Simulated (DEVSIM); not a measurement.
System: Schottky contact on n-type β-Ga2O3, at 350 K.

Layer 1 from the left is β-Ga2O3, thickness (μm) 1.00, Nd (cm⁻³) 2.7e15, τn (s) 6.3e-9, τp (s) 6.3e-9.

Left contact: Schottky, work function 5.32 eV, emission velocity 8.3e6 cm/s. Right contact: ohmic. Voltage is applied to the left contact. Recombination: SRH at mid-gap, Auger. Mobility is constant in doping.

Constants are typed, rounded textbook-type inputs, not results; the design itself was drawn at random and stands for no fabricated device. Values at 300 K; Nc and Nv go as T^1.5, mobilities as T to minus their exponent, the gap by Varshni's rule with the affinity fixed.

β-Ga2O3: gap (eV) 4.8, affinity (eV) 4, permittivity 10, Nc (cm⁻³) 3.7e18, Nv (cm⁻³) 5e20, μn (cm²/Vs) 160, μp (cm²/Vs) 1, T exponent of μn 1.8, T exponent of μp 1.5, Cn (cm⁶/s) 1e-31, Cp (cm⁶/s) 1e-31, Varshni α (eV/K) 0.0004, Varshni β (K) 600.

DEVSIM, 1D drift-diffusion, Boltzmann statistics, complete ionisation; no tunnelling, impact ionisation, image-force lowering or self-heating. Metal contacts follow the ideal Schottky-Mott rule: no Fermi-level pinning, no interface dipoles.

Dark forward current:

```tsv
|V| (V)	|J| (A/cm²)
0.05	8.076e-13
0.10	4.955e-12
0.15	2.629e-11
0.20	1.359e-10
0.25	6.985e-10
0.30	3.581e-9
0.35	1.832e-8
0.40	9.350e-8
0.45	4.760e-7
0.50	2.416e-6
0.55	1.221e-5
0.60	6.146e-5
0.65	0.0003074
0.70	0.001526
0.75	0.007496
0.80	0.03623
0.85	0.1703
0.90	0.7548
0.95	2.931
1.00	8.889
1.05	20.06
1.10	35.75
1.15	54.59
1.20	75.50
1.25	97.78
1.30	121.0
```

### Question
Work out the local ideality factor n = ΔV / (kT/q · ln(J2/J1)) between the rows 0.15 and 0.20 V, 1.25 and 1.30 V.

### Answer
kT/q = 30.16 mV. From 0.15 to 0.20 V: ln(1.359e-10/2.629e-11) = 1.643, n = 1.01, near the 1 of diffusion or emission over a barrier. From 1.25 to 1.30 V: ln(121.0/97.78) = 0.213, n = 7.78; the layers' resistance at their doping, Σ W/(qμN) = 0.0019 Ω cm², would take 44 mV of this step of 50 mV.

### Question
Estimate the current at 0.45 V for emission alone, J0 = q v N_band exp(−φB/kT), and read the barrier back from the simulated current.

### Answer
φB = 1.320 eV, N_band = 4.66e18 cm⁻³, J0 = 6.09e-13 A/cm²; J = J0 (exp(qV/kT) − 1) = 1.84e-6 A/cm². The simulation gives 4.76e-7 A/cm²; the estimate lies 290 % above. Read backwards, the simulated current gives an apparent barrier of 1.361 eV. The estimate leaves out transport through the depletion region and minority injection.
